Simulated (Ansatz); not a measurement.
This Ansatz (a quantum-chemistry and plane-wave program) input is the reference run, HfO$_{2}$ in the fluorite structure (space group Fm-3m, No. 225), computed with LDA (Ansatz), no spin-orbit coupling:

Ansatz 0.2 input:
```yaml
crystal:
  lattice:
    - [0, 2.5005181192, 2.5005181192]
    - [2.5005181192, 0, 2.5005181192]
    - [2.5005181192, 2.5005181192, 0]
  atoms:
    - { symbol: Hf, position: [0, 0, 0] }
    - { symbol: O, position: [0.25, 0.25, 0.25] }
    - { symbol: O, position: [0.75, 0.75, 0.75] }
basis: { ecutwfc: 420, ecutrho_ratio: 4, xc_grid: 2, fft_grid_basis: typed }
kpoints: { mp_grid: { grid: [11, 11, 11] } }
hamiltonian:
  xc: lda
  dispersion: none
  pseudopotentials: { kind: paw }
scf: { occupations: { method: fermi_dirac, width: 0.05 }, convergence: { dr2_threshold: 0.0000000003 } }
output: { forces: true, stress: true }
checkpoint: { write: state.ck, write_every: 1000 }
```

Task: Write the input for this change: tensor shear ε_xy = +1.43 % (engineering shear γ = 0.0286), atoms relaxed at fixed cell.

Result: 
Ansatz 0.2 input:
```yaml
crystal:
  lattice:
    - [0.0357574091, 2.5005181192, 2.5005181192]
    - [2.5005181192, 0.0357574091, 2.5005181192]
    - [2.5362755283, 2.5362755283, 0]
  atoms:
    - { symbol: Hf, position: [0, 0, 0] }
    - { symbol: O, position: [0.25, 0.25, 0.25] }
    - { symbol: O, position: [0.75, 0.75, 0.75] }
basis: { ecutwfc: 420, ecutrho_ratio: 4, xc_grid: 2, fft_grid_basis: typed }
kpoints: { mp_grid: { grid: [11, 11, 11] } }
hamiltonian:
  xc: lda
  dispersion: none
  pseudopotentials: { kind: paw }
scf: { occupations: { method: fermi_dirac, width: 0.05 }, convergence: { dr2_threshold: 0.0000000003 } }
relax: { f_tol: 0.005, max_steps: 50 }
output: { forces: true, stress: true }
checkpoint: { write: state.ck, write_every: 1000 }
```
This is the input that was run.

The cells carry an imposed strain or load. Whether these cells are dynamically stable was not tested. This is not the structure that HfO2 has at room temperature and ambient pressure.
